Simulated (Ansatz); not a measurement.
Data:

```
C
1.0
    0.00000     1.80684     1.80684
    1.80684     0.00000     1.80684
    1.80684     1.80684     0.00000
C
2
Cartesian
  0.00000   0.00000   0.00000
  0.90342   0.90342   0.90342
```

No spin polarisation.

Method: r2SCAN (Ansatz, an electronic-structure program, PAW, spin-orbit coupling left out). Settings: 16×16×16 k-points, 0.05 eV Fermi–Dirac smearing.

Problem. Predict the electron mass, band gap and hole mass.

Solution. Electron mass: 1.5 mₑ along k, 0.28 mₑ across (off the special points)
Band gap: 4.26 eV
Hole mass (degenerate bands, along [100]): 0.28, 0.28, 0.45 mₑ (at Γ)

The cells carry an imposed strain or load. Masses are band curvatures over ±0.01 Å⁻¹ around the edge. Along k means along the line from Γ to the band edge. Stability against distortions was not tested. The cell was made from C in the diamond structure (space group Fd-3m, No. 227) by this change: isotropic strain +1.50 %.
